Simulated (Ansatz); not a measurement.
We consider RuAl (model structure, Cmcm, No. 63), described by PBE in Ansatz (plane waves, PAW).

From the output:

```
Relaxation: its limit of steps is 80 (relax.max_steps)
Crystal: 4 atoms, lattice volume = 55.268 Å³
Basis set: ecut = 520 eV, 1495 PW (Γ), exchange–correlation on 72×72×64 points (8 copies of the dense FFT grid, shifted against one another)
Bands: 23, of which v1, the nominal top of the filled ones, is band 19 counted from 1 (18 counted from 0)
Symmetry: 8 space group operations
Space group: Cmcm (ITA 63), of the structure as read, at distance tolerance 3.8e-5 Å
k-points: 888 of 5600
Functional: x = pbe(κ = 0.804, μ = 0.2195149727645171), c = pbe(β = 0.06672455060314922)
SCF iter   1: F=—  HF=-12834.123615 eV  |F-HF|=—  |Δ(HF+E_count)|=         —  Δρ=6.50e-3  dr2=7.39e-3
SCF iter   2: F=—  HF=-12834.122774 eV  |F-HF|=—  |Δ(HF+E_count)|=   8.41e-4  Δρ=3.24e-3  dr2=2.18e-3
  ...
SCF 1 converged in 6 iterations: F = -12834.122342 eV  dr2 = 2.31e-8
Crystal: 4 atoms, lattice volume = 55.268 Å³
Initial density: handed on by an earlier stage of this run
SCF 2 converged in 6 iterations: F = -12834.122662 eV  dr2 = 3.82e-10
Crystal: 4 atoms, lattice volume = 55.268 Å³
SCF 3 converged in 6 iterations: F = -12834.122664 eV  dr2 = 4.53e-13
Crystal: 4 atoms, lattice volume = 55.268 Å³
SCF iter   7: F=-12834.122664 eV  HF=-12834.122664 eV  |F-HF|=1.82e-12  |Δ(HF+E_count)|=  1.82e-12  Δρ=9.13e-9  dr2=3.06e-14
SCF iter   8: F=-12834.122664 eV  HF=-12834.122664 eV  |F-HF|=3.64e-12  |Δ(HF+E_count)|=  1.82e-12  Δρ=2.20e-9  dr2=1.73e-15
SCF 4 converged in 8 iterations: F = -12834.122664 eV  dr2 = 1.73e-15
SCF converged after 8 iterations
Free energy (F): -12834.122664 eV
Internal energy: -12834.094959 eV  (E = F + TS)
E sigma→0 (E₀):  -12834.108812 eV
Fermi energy:    15.634608 eV
--- Forces (eV/Å), atoms counted from 1 ---
  atom   1  Al     0.00000000     0.00020820    -0.00000000
  atom   2  Ru     0.00000000    -0.00081041    -0.00000000
  atom   3  Al    -0.00000000    -0.00020820     0.00000000
  atom   4  Ru    -0.00000000     0.00081041     0.00000000
--- Stress (GPa, compression-positive) ---
        3.808338      -0.000000       0.000000
       -0.000000       3.827433       0.000000
        0.000000       0.000000       3.823736
  P = ⅓ Tr σ = 3.8198 GPa (38.198 kbar)
```

**Question.** Write an input file that produces this run.

**Answer.** One answer among several that fit: 
Ansatz 0.2 input:
```yaml
crystal:
  lattice:
    - [1.4833859071, -4.5503369875, 0.0]
    - [1.4833859071, 4.5503369875, 0.0]
    - [0.0, 0.0, 4.0940079523]
  atoms:
    - { symbol: Al, position: [0.5929192424, 0.4070807576, 0.25] }
    - { symbol: Ru, position: [0.8639120168, 0.1360879832, 0.25] }
    - { symbol: Al, position: [0.4070807576, 0.5929192424, 0.75] }
    - { symbol: Ru, position: [0.1360879832, 0.8639120168, 0.75] }
basis:
  ecutwfc: 520
  ecutrho_ratio: 4
  xc_grid: 2
kpoints:
  mp_grid: { grid: [20, 20, 14] }
hamiltonian:
  xc: pbe
  dispersion: none
  pseudopotentials: { kind: paw }
scf:
  occupations: { method: fermi_dirac, width: 0.05 }
output:
  forces: true
  stress: true
  eigenvalues: true
relax:
  f_tol: 0.004
  escape_saddle: false
  max_steps: 80
  cell: { stress_tol: 0.02, fix: [volume] }
```

The cell is one volume of an energy–volume scan, off the minimum.

Note: the run has no spin polarisation, so it can have missed a magnetic state. Note: the cell keeps the symmetry of its start, so it can be a saddle point.

A model structure was made by putting elements into a prototype or built by hand; it is no filed structure, need not be a known phase, and can be a saddle point held by its symmetry.

Ansatz is a quantum-chemistry and plane-wave program.
